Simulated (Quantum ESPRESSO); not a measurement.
**Habitual settings against a tight run: NaTl (P6_3/mmc, 8 atoms in the cell)**

Self-consistent single point.

```yaml
crystal:
  lattice:
    - [5.14837, 0.00000, 0.00000]
    - [-2.57419, 4.45862, 0.00000]
    - [0.00000, 0.00000, 10.19476]
  atoms:
    - { symbol: Na, position: [0.66667, 0.33333, 0.92165] }
    - { symbol: Na, position: [0.33333, 0.66667, 0.07835] }
    - { symbol: Na, position: [0.33333, 0.66667, 0.42165] }
    - { symbol: Na, position: [0.66667, 0.33333, 0.57835] }
    - { symbol: Tl, position: [0.00000, 0.00000, 0.75000] }
    - { symbol: Tl, position: [0.00000, 0.00000, 0.25000] }
    - { symbol: Tl, position: [0.66667, 0.33333, 0.25000] }
    - { symbol: Tl, position: [0.33333, 0.66667, 0.75000] }
```

Method of the run: LDA (PZ), GBRV 1.5 ultrasoft (LDA) pseudopotentials (plane waves; Quantum ESPRESSO).

Base settings: ecutwfc = 40 Ry; ecutrho = 200 Ry; occupations = smearing; smearing = gauss; degauss = 0.0147 Ry; potentials = {Na: na_lda_v1.5.uspp.F.UPF, Tl: tl_lda_v1.2.uspp.F.UPF}; K_POINTS = automatic 5 5 3 0 0 0; conv_thr = 1e-10 Ry.

Tight run (finer mesh or higher cutoff; not a proven limit): ecutwfc: 40 Ry → 56 Ry; ecutrho: 200 Ry → 280 Ry; conv_thr: 1e-10 Ry → 7.3e-11 Ry; K_POINTS: automatic 5 5 3 0 0 0 → automatic 7 7 5 0 0 0. It gave Fermi level (on the code's own zero) 6.20 eV; pressure -1.32 GPa; largest force (vector length) 0.026 eV/Å.

Quick runs, as changes from the base:
- A: the base itself
- B: ecutwfc: 40 Ry → 24 Ry; ecutrho: 200 Ry → 120 Ry; K_POINTS: automatic 5 5 3 0 0 0 → automatic 1 1 1 1 1 1
- C: ecutwfc: 40 Ry → 24 Ry; ecutrho: 200 Ry → 120 Ry; smearing: gauss → fd; degauss: 0.0147 Ry → 0.036749 Ry; conv_thr: 1e-10 Ry → 7.3e-05 Ry; K_POINTS: automatic 5 5 3 0 0 0 → automatic 6 6 6 0 0 0
- D: ecutwfc: 40 Ry → 20 Ry; ecutrho: 200 Ry → 100 Ry; K_POINTS: automatic 5 5 3 0 0 0 → automatic 4 4 4 0 0 0
- E: ecutwfc: 40 Ry → 32 Ry; ecutrho: 200 Ry → 160 Ry; K_POINTS: automatic 5 5 3 0 0 0 → automatic 2 2 2 0 0 0
- F: ecutwfc: 40 Ry → 20 Ry; ecutrho: 200 Ry → 100 Ry; smearing: gauss → mp; degauss: 0.0147 Ry → 0.036749 Ry; conv_thr: 1e-10 Ry → 7.3e-06 Ry; K_POINTS: automatic 5 5 3 0 0 0 → automatic 2 2 2 0 0 0

Energies are extrapolated to zero smearing width, which holds to low order in the width alone (under cold and Methfessel-Paxton smearing the free energy itself is taken).

Dashes: time of B, F, under 30 s.

The count of work is k-points × plane waves × bands × iterations; it is no time. Core times come from one kind of shared machine and are given to one figure; runs under 30 s give none.

The starting cell comes from a database of computed structures (which also holds hypothetical and non-ambient phases and stackings), without a prior relaxation at this level. Its lattice was rescaled by a random factor within 2.5 % of one.

```
run  energy less tight (meV/atom)  pressure less tight (GPa)  largest miss in a force vector (eV/Å)  count of work / tight  core time / tight (rough)
---  ----------------------------  -------------------------  -------------------------------------  ---------------------  -------------------------
A                            27.7                      -0.51                                  0.024                   0.25                        0.2
B                           770.1                     -23.48                                  0.108                  0.012                          –
C                           743.0                     -24.93                                  0.019                   0.15                        0.2
D                          2945.4                     -69.65                                  0.051                   0.11                       0.09
E                           315.3                       1.13                                  0.017                  0.072                       0.09
F                          3174.3                     -68.93                                  0.019                  0.020                          –
```

Among the runs at the tight run's level, the energy misses run from 27.7 to 3174.3 meV/atom.
